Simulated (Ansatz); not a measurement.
## Na under a change: uniaxial strain ε_zz = +2.50 %

Consider Na in the bcc (W type) structure (space group Im-3m, No. 229; a = 4.173 Å; relaxed with 0.1 eV smearing). Axes: x, y, z lie along the cube axes.

Perturbation: the cell is stretched by 2.50 % along z with no lateral relaxation, atoms relaxed at fixed cell.

Level of theory: PBEsol in Ansatz (plane waves to 420 eV, PAW, no spin-orbit coupling). Γ-centred 22×22×22 mesh, Fermi–Dirac width 0.1 eV.

The space group goes from Im-3m (No. 229) to I4/mmm (No. 139) and the shortest interatomic distance goes up by 0.0304 Å, from 3.614 Å to 3.645 Å. The energy grows by 0.6 meV/atom and the pressure (mean of the normal stresses, compression positive) goes from zero to -0.2 GPa. The band gap stays zero and the stress (xx, yy, zz, yz, xz, xy; compression positive) comes out as (-0.2, -0.2, -0.2, 0.0, 0.0, 0.0) GPa.

Whether these cells are dynamically stable was not tested.

Ansatz is a quantum-chemistry and plane-wave program.
